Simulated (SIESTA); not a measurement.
Band structure of TiSb₂ (I4/mcm, 6 atoms in the cell).

```xyz
6
Lattice="-3.3515 3.3515 2.8980 3.3515 -3.3515 2.8980 3.3515 3.3515 -2.8980" Properties=species:S:1:pos:R:3 pbc="T T T"
Ti     0.0000     0.0000     1.4490
Ti     0.0000     0.0000     4.3470
Sb     2.3323     1.0191     2.8980
Sb     1.0191     2.3323     0.0000
Sb    -1.0191     2.3323     2.8980
Sb     4.3706     1.0191     0.0000
```

Method: GGA PBEsol, numerical atomic orbitals DZP, PseudoDojo PBEsol standard norm-conserving potentials (rewritten from UPF to PSML) run with SIESTA.

Settings: XC.functional = GGA; XC.authors = PBEsol; potentials = PseudoDojo PBEsol standard; PAO.BasisSize = DZP; PAO.EnergyShift = 0.005 Ry; MeshCutoff = 300 Ry; kgrid.MonkhorstPack = 5 5 5; OccupationFunction = FD; ElectronicTemperature = 100 meV; MaxSCFIterations = 150; SCF.Mixer.Method = Pulay; SCF.Mixer.Weight = 0.25; SCF.Mixer.History = 8; SCF.DM.Tolerance = 1.0E-04.

The starting cell comes from a database of computed structures (which also holds hypothetical and non-ambient phases and stackings), without a prior relaxation at this level. Spin-orbit coupling is off. Spin polarisation is off. Values carry the incompleteness of an atom-centred basis.

Levels in eV from the Fermi level, bands 39 to 44:
| point | 39 | 40 | 41 | 42 | 43 | 44 |
|---|---|---|---|---|---|---|
| Γ | -2.93 | -2.43 | -1.61 | -0.84 | 0.42 | 0.83 |
| X | -2.40 | -1.95 | -0.68 | -0.60 | 0.27 | 0.71 |
| M | -0.73 | -0.50 | -0.45 | 0.60 | 0.60 | 0.65 |
| Z | -0.93 | -0.46 | -0.43 | 0.45 | 0.45 | 0.58 |
| P | -1.45 | -1.45 | -1.04 | -1.04 | 0.10 | 0.10 |
| N | -1.20 | -1.20 | -0.57 | -0.57 | 0.52 | 0.52 |
| Z1 | -0.93 | -0.46 | -0.43 | 0.45 | 0.45 | 0.58 |

Bands cross the Fermi level along this path, so the cell is metallic at this level.

Higher empty bands are left out: an atom-centred basis made for the valence describes them poorly.
